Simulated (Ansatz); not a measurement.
GaAs (F-43m) under hydrostatic pressure (compression positive): band gap by r2SCAN with spin-orbit coupling, rigid bands (plane waves, PAW; Ansatz, a first-principles code). The unloaded cell, whose axes the loads refer to:

```
GaAs
1.0
    0.00000     2.82931     2.82931
    2.82931     0.00000     2.82931
    2.82931     2.82931     0.00000
Ga As
1 1
Direct
  0.00000   0.00000   0.00000
  0.25000   0.25000   0.25000
```

| hydrostatic pressure (compression positive) (GPa) | volume per atom (Å³) | band gap (eV) |
|---|---|---|
| -3.6 | 24.07 | 0.41 |
| -2.4 | 23.53 | 0.59 |
| -1.2 | 23.06 | 0.75 |
| 0 | 22.65 | 0.89 |
| 1.2 | 22.27 | 1.02 |
| 2.4 | 21.93 | 1.15 |
| 4.8 | 21.33 | 1.38 |
| 7.2 | 20.80 | ? |

Question: Fit a straight line to band gap against the load over the rows given, and predict the row at 7.2 GPa.

Answer: The means are x̄ = 0.171 GPa and ȳ = 0.8843; Σ(x − x̄)(y − ȳ) = 5.755 and Σ(x − x̄)² = 50.19, so the slope is 115 meV per GPa, and the rows given lie within 42 meV of the line. At 7.2 GPa the line gives 1.69 eV; the calculation gives 1.46 eV, 16 % from it, so the trend bends or changes character over this range.

Question: With all rows, what volume deformation potential dE_g/d ln V follows?

Answer: A line through E_g against ln V has the slope -7.5 eV, so the gap opens under compression.

 Stresses and pressures are the targets of the relaxation. Gaps are resolved to about 0.01 eV. The structure type is held at every load. Geometry: cell and atoms relaxed with PBEsol.
